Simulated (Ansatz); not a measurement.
**A computed series for Al: response to strain**

Start from Al in the fcc (Cu type) structure (space group Fm-3m, No. 225; a = 3.992 Å; relaxed with 0.1 eV smearing). Axes: x, y, z lie along the cube axes.

Strains are applied to the cell and any free atomic positions relax; under biaxial strain the out-of-plane vector relaxes too.

Computed with r2SCAN, PAW, 500 eV (Ansatz, a program for electronic structure; no spin-orbit coupling), earlier PAW set.

Candidates:
(a) biaxial strain −0.27 %, plane normal [001], relaxed out of plane
(b) strain tensor (xx, yy, zz, yz, xz, xy) = (+1.52, +0.77, −0.87, −0.93, +1.02, +0.19) %
(c) biaxial strain +0.94 %, plane normal [001], relaxed out of plane
(d) biaxial strain +2.29 %, plane normal [111], relaxed out of plane

Notes on the quantities. energy relative to the base: free energy F.

Q: Order them by energy relative to the base, highest first.

A: (d) biaxial strain +2.29 %, plane normal [111], relaxed out of plane (+7.3 meV/atom), (b) strain tensor (xx, yy, zz, yz, xz, xy) = (+1.52, +0.77, −0.87, −0.93, +1.02, +0.19) % (+3.3 meV/atom), (c) biaxial strain +0.94 %, plane normal [001], relaxed out of plane (+1.1 meV/atom), (a) biaxial strain −0.27 %, plane normal [001], relaxed out of plane (+0.1 meV/atom)

No phonon test of stability was made.
